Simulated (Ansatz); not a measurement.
HfB (model structure, started from the WC type, P-6m2, No. 187, 2 atoms in the cell) was calculated with PBEsol (Ansatz, an electronic-structure program, PAW).

Excerpt of the program's output:

```
Relaxation: its limit of steps is 80 (relax.max_steps)
Crystal: 2 atoms, lattice volume = 29.229 Å³
Basis set: ecut = 520 eV, 763 PW (Γ), exchange–correlation on 48×48×50 points (8 copies of the dense FFT grid, shifted against one another)
Bands: 19, of which v1, the nominal top of the filled ones, is band 15 counted from 1 (14 counted from 0)
Symmetry: 12 space group operations
Space group: P-6m2 (ITA 187), of the structure as read, at distance tolerance 3.1e-5 Å
k-points: 610 of 10368 (time reversal used)
Functional: x = pbesol(κ = 0.804, μ = 0.12345679012345678), c = pbesol(β = 0.046)
SCF iter   1: F=—  HF=-15750.272353 eV  |F-HF|=—  |Δ(HF+E_count)|=         —  Δρ=1.05e-2  dr2=5.44e-2
SCF iter   2: F=—  HF=-15750.266488 eV  |F-HF|=—  |Δ(HF+E_count)|=   5.87e-3  Δρ=7.46e-3  dr2=2.91e-2
  ...
SCF 1 converged in 7 iterations: F = -15750.259342 eV  dr2 = 1.38e-9
Crystal: 2 atoms, lattice volume = 29.229 Å³
Initial density: handed on by an earlier stage of this run
SCF 2 converged in 6 iterations: F = -15750.259462 eV  dr2 = 5.57e-11
Crystal: 2 atoms, lattice volume = 29.229 Å³
SCF 3 converged in 6 iterations: F = -15750.259496 eV  dr2 = 9.08e-12
Crystal: 2 atoms, lattice volume = 29.229 Å³
SCF iter   6: F=-15750.259496 eV  HF=-15750.259496 eV  |F-HF|=1.82e-12  |Δ(HF+E_count)|=  1.82e-12  Δρ=3.52e-9  dr2=1.37e-15
SCF iter   7: F=-15750.259496 eV  HF=-15750.259496 eV  |F-HF|=0.00e0  |Δ(HF+E_count)|=  1.82e-12  Δρ=1.79e-9  dr2=4.23e-16
SCF 4 converged in 7 iterations: F = -15750.259496 eV  dr2 = 4.23e-16
SCF converged after 7 iterations
Free energy (F): -15750.259496 eV
Internal energy: -15750.245444 eV  (E = F + TS)
E sigma→0 (E₀):  -15750.252470 eV
Fermi energy:    16.900716 eV
--- Forces (eV/Å), atoms counted from 1 ---
  atom   1  Hf    -0.00000000     0.00000000    -0.00000000
  atom   2  B     -0.00000000     0.00000000    -0.00000000
--- Stress (GPa, compression-positive) ---
       -2.868648       0.000000       0.000000
        0.000000      -2.868648       0.000000
       -0.000000       0.000000      -2.860138
  P = ⅓ Tr σ = -2.8658 GPa (-28.658 kbar)
```

Question: Write an input file that could have produced this run (the log leaves some choices open).

Answer: This is not unique; one that fits is 
Ansatz 0.2 input:
```yaml
crystal:
  lattice:
    - [3.2070815296, 0.0, 0.0]
    - [-1.6035407648, 2.7774140767, 0.0]
    - [0.0, 0.0, 3.2814119747]
  atoms:
    - { symbol: Hf, position: [0.0, 0.0, 0.0] }
    - { symbol: B, position: [0.6666666667, 0.3333333333, 0.5] }
basis:
  ecutwfc: 520
  ecutrho_ratio: 4
  xc_grid: 2
kpoints:
  mp_grid: { grid: [24, 24, 18] }
hamiltonian:
  xc: pbesol
  dispersion: none
  pseudopotentials: { kind: paw }
scf:
  occupations: { method: fermi_dirac, width: 0.05 }
output:
  forces: true
  stress: true
  eigenvalues: true
relax:
  f_tol: 0.004
  escape_saddle: false
  max_steps: 80
  cell: { stress_tol: 0.02, fix: [volume] }
```

The cell is one volume of an energy–volume scan, off the minimum.

The PAW data were made under PBE.

Note: the relaxation could raise the start's symmetry but not lower it, so the cell can be a saddle point.

Cost on a shared machine: roughly 110 core-seconds.

A model structure was made by putting elements into a prototype or built by hand; it is no filed structure, need not be a known phase, and can be a saddle point held by its symmetry.
